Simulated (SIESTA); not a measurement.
**Worked example: self-consistent single point of SbPt (P6_3/mmc, 4 atoms in the cell) in SIESTA**

Level of theory: SIESTA with GGA PBEsol, numerical atomic orbitals DZP, PseudoDojo PBEsol standard norm-conserving potentials (rewritten from UPF to PSML).

This input was run:

```
# files in the folder: Sb.psml Pt.psml (PseudoDojo PBEsol standard)
SystemName  SbPt
SystemLabel SbPt

NumberOfAtoms                4
NumberOfSpecies              2
%block ChemicalSpeciesLabel
  1 51 Sb
  2 78 Pt
%endblock ChemicalSpeciesLabel
LatticeConstant              4.145274 Ang
%block LatticeVectors
     1.000000000    0.000000000    0.000000000
    -0.500000000    0.866025262    0.000000000
     0.000000000    0.000000000    1.325979417
%endblock LatticeVectors
AtomicCoordinatesFormat      Bohr
%block AtomicCoordinatesAndAtomicSpecies
     3.916720202    2.261314569    7.790227763  1
    -0.000003917    4.522635922    2.596742588  1
     0.000000000    0.000000000    5.193485175  2
     0.000000000    0.000000000    0.000000000  2
%endblock AtomicCoordinatesAndAtomicSpecies

XC.functional                GGA
XC.authors                   PBEsol
PAO.BasisSize                DZP
PAO.EnergyShift              0.005 Ry
MeshCutoff                   400 Ry
%block kgrid.MonkhorstPack
    8   0   0  0.0
    0   8   0  0.0
    0   0   5  0.0
%endblock kgrid.MonkhorstPack
OccupationFunction           FD
ElectronicTemperature        0.1 eV

MaxSCFIterations             150
SCF.Mixer.Method             Broyden
SCF.Mixer.Weight             0.25
SCF.Mixer.History            6
SCF.DM.Tolerance             1.0E-04
Diag.ParallelOverK           true
WriteForces                  true
```

The program printed (abridged):

```
reinit: Reading from file input.fdf

reinit: System Name: SbPt
reinit: System Label: SbPt

coor:   Atomic-coordinates input format  =     Cartesian coordinates
coor:                                            (in Bohr units)

siesta: Atomic coordinates (Bohr) and species
siesta:      3.91672   2.26131   7.79023  1        1
siesta:     -0.00000   4.52264   2.59674  1        2
siesta:      0.00000   0.00000   5.19349  2        3
siesta:      0.00000   0.00000   0.00000  2        4

siesta: System type = bulk

initatomlists: Number of atoms, orbitals, and projectors:      4    74   128

siesta: ******************** Simulation parameters ****************************
redata: Spin configuration                          = none
redata: Time-Reversal Symmetry                      = T
redata: Number of Atomic Species                    =        2
redata: Mesh Cutoff                                 =   400.0000 Ry
redata: Net charge of the system                    =     0.0000 |e|
redata: Min. number of SCF Iter                     =        0
redata: Max. number of SCF Iter                     =      150
redata: SCF convergence failure will abort job
redata: SCF mix quantity                            = Hamiltonian
redata: Mix DM or H after convergence               =   F
redata: Recompute H after scf cycle                 =   F
redata: Mix DM in first SCF step                    =   T
redata: No kicks to SCF
redata: DM Mixing Weight for Kicks                  =     0.5000
redata: Require Harris convergence for SCF          =   F
redata: Harris energy tolerance for SCF             =     0.000100 eV
redata: Require DM convergence for SCF              =   T
redata: DM tolerance for SCF                        =     0.000100
redata: Require EDM convergence for SCF             =   F
redata: EDM tolerance for SCF                       =     0.001000 eV
redata: Require H convergence for SCF               =   T
redata: Hamiltonian tolerance for SCF               =     0.001000 eV
redata: Require (free) Energy convergence for SCF   =   F
redata: (free) Energy tolerance for SCF             =     0.000100 eV
redata: Using DFT-D3 dispersion                     =   F
redata: Using Saved Data (generic)                  =   F
redata: Method of Calculation                       = Diagonalization
redata: Electronic Temperature                      =  1160.4518 K
redata: Number of TDED substeps                     =        3
redata: Dynamics option                             = Single-point calculation
redata: Save all siesta data in one NC              =   F
redata: ***********************************************************************

%block SCF.Mixers
  Broyden
%endblock SCF.Mixers

%block SCF.Mixer.Broyden
  # Mixing method
  method broyden

  # Mixing options
  weight 0.2500
  weight.linear 0.2500
  weight.prime 0.2500
  history 6
%endblock SCF.Mixer.Broyden

DM_history_depth set to one: no extrapolation allowed by default for geometry relaxation
Size of DM history Fstack: 1
Total number of electrons:    66.000000
Total ionic charge:    66.000000

* ProcessorY, Blocksize:    1  64

* Orbital distribution balance (max,min):    74    74

k-point displ. along   1 input, could be:     0.00    0.50
k-point displ. along   2 input, could be:     0.00    0.50
 Kpoints in:          192 . Kpoints trimmed:          168

siesta: k-grid: Number of k-points = 168
siesta: k-points from Monkhorst-Pack grid
siesta: k-cutoff (effective) =    13.741 Ang
siesta: k-point supercell and displacements
siesta: k-grid:     8     0     0      0.000
siesta: k-grid:     0     8     0      0.000
siesta: k-grid:     0     0     5      0.000

diag: Algorithm                                     = D&C
diag: Parallel over k                               =   F
diag: Use parallel 2D distribution                  =   F
diag: Parallel block-size                           = 64
diag: Parallel distribution                         =     1 x     1
diag: Used triangular part                          = Lower
diag: Absolute tolerance                            =  0.100E-15
diag: Orthogonalization factor                      =  0.100E-05
diag: Memory factor                                 =  1.0000

superc: Internal auxiliary supercell:     5 x     5 x     5  =     125
superc: Number of atoms, orbitals, and projectors:    500   9250  16000

                        Single-point calculation

superc: Internal auxiliary supercell:     5 x     5 x     5  =     125
superc: Number of atoms, orbitals, and projectors:    500   9250  16000

outcell: Unit cell vectors (Ang):
        4.145274    0.000000    0.000000
       -2.072637    3.589912    0.000000
        0.000000    0.000000    5.496548

outcell: Cell vector modules (Ang)   :    4.145274    4.145273    5.496548
outcell: Cell angles (23,13,12) (deg):     90.0000     90.0000    120.0000
outcell: Cell volume (Ang**3)        :     81.7951
new_DM -- step:     1
Initializing Density Matrix...

Attempting to read DM from file... Failed...
DM filled with atomic data:

InitMesh: MESH = 48 x 48 x 72 = 165888
InitMesh: Mesh cutoff (required, used) =   400.000   474.228 Ry

stepf: Fermi-Dirac step function

        iscf     Eharris(eV)        E_KS(eV)     FreeEng(eV)     dDmax    Ef(eV) dHmax(eV)
   scf:    1   -11995.793464   -12032.768935   -12032.839378  0.652243 -1.949549 14.337540
   scf:    2   -12045.909975   -12043.480077   -12043.550794  0.453093 -3.051804  2.211036
   scf:    3   -12043.661648   -12043.575423   -12043.646634  0.034623 -3.112593  1.372689
   scf:    4   -12043.684129   -12043.639555   -12043.710834  0.071040 -3.253376  0.026500
   scf:    5   -12043.639769   -12043.639672   -12043.710878  0.000769 -3.256291  0.005739
   scf:    6   -12043.639808   -12043.639741   -12043.710893  0.000731 -3.257936  0.006607
   scf:    7   -12043.639762   -12043.639752   -12043.710897  0.000324 -3.258092  0.001490
   scf:    8   -12043.639753   -12043.639753   -12043.710897  0.000065 -3.258175  0.000449

SCF Convergence by DM+H criterion
max |DM_out - DM_in|         :     0.0000645563
max |H_out - H_in|      (eV) :     0.0004485022
SCF cycle converged after 8 iterations

Using DM_out to compute the final energy and forces

siesta: E_KS(eV) =           -12043.6398

siesta: E_KS - E_eggbox =    -12043.6398

siesta: Atomic forces (eV/Ang):
     1    0.000047   -0.000028    0.000000
     2   -0.000047    0.000029    0.000000
     3    0.000000   -0.000000    0.000000
     4   -0.000000   -0.000000   -0.000000
   Tot   -0.000000    0.000000    0.000000
   Max    0.000047
   Res    0.000022    sqrt( Sum f_i^2 / 3N )
   Max    0.000047    constrained

Stress tensor Voigt[x,y,z,yz,xz,xy] (kbar):      -43.19      -43.07      -42.93       -0.00       -0.00        0.10
(Free)E + p*V (eV/cell)   -12041.5125
Target enthalpy (eV/cell)   -12043.7109

siesta: Program's energy decomposition (eV):
siesta: Ebs     =     -1985.408995
siesta: Eions   =     14189.024553
siesta: Ena     =      1826.252049
siesta: Ekin    =      4926.146435
siesta: Enl     =     -2162.697626
siesta: Eso     =         0.000000
siesta: Edftu   =         0.000000
siesta: DEna    =        64.903446
siesta: DUscf   =         1.889002
siesta: DUext   =         0.000000
siesta: Ex      =     -2349.801415
siesta: Ec      =      -161.307091
siesta: Exc     =     -2511.108506
siesta: Eharris =    -12043.639753
siesta: Etot    =    -12043.639753
siesta: FreeEng =    -12043.710897

siesta: Stress tensor (static) (eV/Ang**3):
siesta:    -0.026956    0.000063   -0.000000
siesta:     0.000063   -0.026883   -0.000000
siesta:    -0.000000   -0.000000   -0.026793

siesta: Cell volume =         81.795059 Ang**3

siesta: Pressure (static):
siesta:                Solid            Molecule  Units
siesta:           0.00029273          0.00029273  Ry/Bohr**3
siesta:           0.02687733          0.02687680  eV/Ang**3
siesta:          43.06223761         43.06137610  kBar
```

The run converged in 8 iterations.

The starting cell comes from a database of computed structures (which also holds hypothetical and non-ambient phases and stackings), without a prior relaxation at this level. Its lattice was rescaled by a random factor within 2.5 % of one. Spin polarisation is off. Values carry the incompleteness of an atom-centred basis. With a pressure of about 4 GPa the cell is away from its equilibrium volume at this level.
